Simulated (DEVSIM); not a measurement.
Device: Schottky contact on n-type GaN, at 400 K.

Layer 1 from the left is GaN, thickness (μm) 0.490, Nd (cm⁻³) 5e16, τn (s) 1.4e-8, τp (s) 1.4e-8.

Left contact: Schottky, work function 4.93 eV, emission velocity 2.7e6 cm/s. Right contact: ohmic. Voltage is applied to the left contact. Recombination: SRH at mid-gap, radiative. Mobility is μmin + (μ − μmin)/(1 + (N/Nref)^α).

This is a model device: material constants are rounded textbook-type values typed into the input, and sizes, dopings and lifetimes were drawn at random. Values at 300 K; Nc and Nv go as T^1.5, mobilities as T to minus their exponent, the gap by Varshni's rule with the affinity fixed.

GaN: gap (eV) 3.43, affinity (eV) 4.1, permittivity 9.5, Nc (cm⁻³) 2.3e18, Nv (cm⁻³) 4.6e19, μn (cm²/Vs) 1200, μp (cm²/Vs) 100, μn,min 55, μp,min 3, Nref,n 2e17, Nref,p 3e17, αn 1, αp 2, T exponent of μn 1.5, T exponent of μp 2, B (cm³/s) 1e-11, Varshni α (eV/K) 0.00091, Varshni β (K) 830.

Model (solved in DEVSIM): 1D drift-diffusion, Boltzmann statistics, complete ionisation; no tunnelling, impact ionisation, image-force lowering or self-heating. Metal contacts follow the ideal Schottky-Mott rule: no Fermi-level pinning, no interface dipoles.

Dark forward current:

```
|V| (V)  |J| (A/cm²)
-------  -----------
0.05       0.0001675
0.10       0.0008805
0.15        0.003915
0.20         0.01682
0.25         0.07169
0.30          0.3048
0.35           1.294
0.40           5.476
0.45           23.03
0.50           95.05
0.55           368.9
0.60            1218
0.65            3068
```

Q: Work out the local ideality factor n = ΔV / (kT/q · ln(J2/J1)) between the rows 0.15 and 0.20 V, 0.60 and 0.65 V.

A: kT/q = 34.47 mV. From 0.15 to 0.20 V: ln(0.01682/0.003915) = 1.458, n = 1.00, near the 1 of diffusion or emission over a barrier. From 0.60 to 0.65 V: ln(3068/1218) = 0.924, n = 1.57; the layers' resistance at their doping, Σ W/(qμN) = 9.7e-6 Ω cm², would take 18 mV of this step of 50 mV.

Q: Estimate the current at 0.30 V for emission alone, J0 = q v N_band exp(−φB/kT), and read the barrier back from the simulated current.

A: φB = 0.830 eV, N_band = 3.54e18 cm⁻³, J0 = 5.34e-5 A/cm²; J = J0 (exp(qV/kT) − 1) = 0.322 A/cm². The simulation gives 0.305 A/cm²; the estimate lies 5.6 % above. Read backwards, the simulated current gives an apparent barrier of 0.832 eV. The estimate leaves out transport through the depletion region and minority injection.
